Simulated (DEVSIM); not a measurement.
Structure: abrupt Ge n-p junction, at 400 K.

Layer 1 from the left is Ge, thickness (μm) 96.0, Nd (cm⁻³) 4.5e17, τn (s) 0.00026, τp (s) 0.00026. Layer 2 from the left is Ge, thickness (μm) 0.420, Na (cm⁻³) 1.8e16, τn (s) 0.00026, τp (s) 0.00026.

Left contact: ohmic. Right contact: ohmic. Voltage is applied to the left contact. Recombination: SRH at mid-gap, radiative. Mobility is μmin + (μ − μmin)/(1 + (N/Nref)^α).

The device is made up for the run: typed textbook-type constants, with dimensions and the other settings drawn at random. Values at 300 K; Nc and Nv go as T^1.5, mobilities as T to minus their exponent, the gap by Varshni's rule with the affinity fixed.

Ge: gap (eV) 0.664, affinity (eV) 4, permittivity 16, Nc (cm⁻³) 1.04e19, Nv (cm⁻³) 6e18, μn (cm²/Vs) 3900, μp (cm²/Vs) 1900, μn,min 150, μp,min 100, Nref,n 2.6e17, Nref,p 4e17, αn 0.56, αp 0.6, T exponent of μn 1.66, T exponent of μp 2.33, B (cm³/s) 6.4e-14, Varshni α (eV/K) 0.000477, Varshni β (K) 235.

Model (solved in DEVSIM): 1D drift-diffusion, Boltzmann statistics, complete ionisation; no tunnelling, impact ionisation, image-force lowering or self-heating.

Problem. What does the simulation give for the largest field in the device at zero bias, the dark forward voltage at 100 A/cm², the potential step across the device at zero bias?

Solution. largest field in the device at zero bias 43000 V/cm; dark forward voltage at 100 A/cm² 0.056 V; potential step across the device at zero bias 0.286 V.
